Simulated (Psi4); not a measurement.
Psi4 1.11, unrestricted PBE0/def2-svp: Si(Br)2 triplet (Br[Si]Br), charge 0, multiplicity 3, 3 atoms. The geometry is a generated start, not checked to be a minimum at this level.

```json
{
 "task": "energy",
 "method": "pbe0",
 "basis": "def2-svp",
 "memory": "3 GB",
 "maxiter": "100",
 "keys_of_the_molecule_block": "symmetry c1",
 "scf_type": "df (default)",
 "e_convergence": "1e-06 (default)",
 "d_convergence": "1e-06 (default)",
 "dft_radial_points": "75 (default)",
 "dft_spherical_points": "302 (default)",
 "basis_functions": "82",
 "grid_points": "62118"
}
```

```xyz
3

Si     0.0310     0.0166     0.9629
Br     0.9532    -1.4507    -0.4893
Br    -0.9842     1.4340    -0.4736
```

Charge 0 and multiplicity 3 are set for this test and not shown to be the ground state.

With the defaults (diis = true, scf_initial_accelerator = adiis, damping_percentage = 0, soscf = false, soscf_start_convergence = 0.01, diis_max_vecs = 10, guess = auto, which took SAD, level_shift = 0, level_shift_cutoff = 0.01, diis_start = 1) it converges in 10 SCF iterations. One run each on 2 threads, with these changes:
- soscf = true, soscf_start_convergence = 0.001
- scf_initial_accelerator = none
- diis_start = 4
- soscf = true, soscf_start_convergence = 0.1
- guess = sap
- level_shift = 0.5, level_shift_cutoff = 0.001
- level_shift = 0.1, level_shift_cutoff = 0.001
- diis_max_vecs = 3
- diis = false, scf_initial_accelerator = none, damping_percentage = 60

Question: Which of these changes keep the SCF from converging, or lead it to another solution?

Answer: No convergence: diis = false, scf_initial_accelerator = none, damping_percentage = 60 (the run ends without SCF convergence in 100 iterations). The rest reach the solution of the defaults.

```csv
setting,SCF iterations,JK calls,end
"soscf = true, soscf_start_convergence = 0.1",7,28,same solution
"soscf = true, soscf_start_convergence = 0.001",7,18,same solution
guess = sap,9,9,same solution
"level_shift = 0.5, level_shift_cutoff = 0.001",9,10,same solution
"level_shift = 0.1, level_shift_cutoff = 0.001",9,10,same solution
the defaults,10,11,same solution
scf_initial_accelerator = none,10,11,same solution
diis_max_vecs = 3,12,13,same solution
diis_start = 4,14,15,same solution
"diis = false, scf_initial_accelerator = none, damping_percentage = 60",100,101,no convergence
```

An SOSCF iteration holds several JK calls; a Hückel guess adds calls on atoms.
